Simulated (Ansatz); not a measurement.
**Ti(Si,Ge)2: Ti₄Ge₇Si**

A 24-atom cell of Ti(Si,Ge)2 started in the TiSi2 (C54) type structure, site fractions Si 0.125, Ge 0.875, short-range order -0.14 among the nearest mixed sites of the first mixed sublattice (0 is random, a negative value favours unlike neighbours), space group C2 at the end.

Level of theory: r2SCAN (plane waves to 500 eV, PAW; Ansatz, an electronic-structure program). Spin–orbit coupling is left out; the runs are not spin-polarised. Its k-point mesh 5×5×5, Fermi–Dirac width 0.05 eV.

```
Item                                                                                              Value
---------------------------------------------------------  --------------------------------------------
volume per atom                                                                                15.59 Å³
Ge–Ti bonds (within 1.22 times the sum of covalent radii)  2.770 Å on average, from 2.606 to 2.928 (70)
Si–Ti bonds (within 1.22 times the sum of covalent radii)  2.760 Å on average, from 2.597 to 2.879 (10)
```

```xyz
24
Lattice="-5.0062 4.2851 -4.3633 5.0062 4.2851 4.3633 5.0032 4.2851 -4.3599" Properties=species:S:1:pos:R:3 pbc="T T T"
Ti    -2.5038     4.2688    -4.3625
Ti     5.0170     4.2800     0.0161
Ti     2.5008     4.2916    -4.3608
Ti    -0.0123     4.2800    -0.0144
Ti    -1.2398     6.4192    -2.1845
Ti     1.2383     2.1341    -2.1771
Ti     3.7396     6.4348    -2.1762
Ti     1.2620     6.4348    -6.5453
Ge     2.5023     2.8491     0.0008
Ge     4.9690     7.1472     0.0330
Ge     2.5008     7.1598    -4.3608
Ge     0.0357     7.1472    -0.0313
Ge     2.5023     5.7056     0.0008
Ge    -0.0029     5.7233    -4.3740
Ge     2.5008    10.0268    -4.3608
Ge     0.0014     1.4382     0.0124
Si     1.2591     7.8493    -2.1858
Ge     3.7617     3.5784    -2.1844
Ge     6.2461     7.8634    -2.1739
Si    -1.2606     3.5642    -2.1758
Ge     1.2282     4.9989    -2.1901
Ge     3.7276     9.2647    -2.1896
Ge     1.2741     9.2647    -6.5319
Ge     3.7764     4.9989     2.1918
```
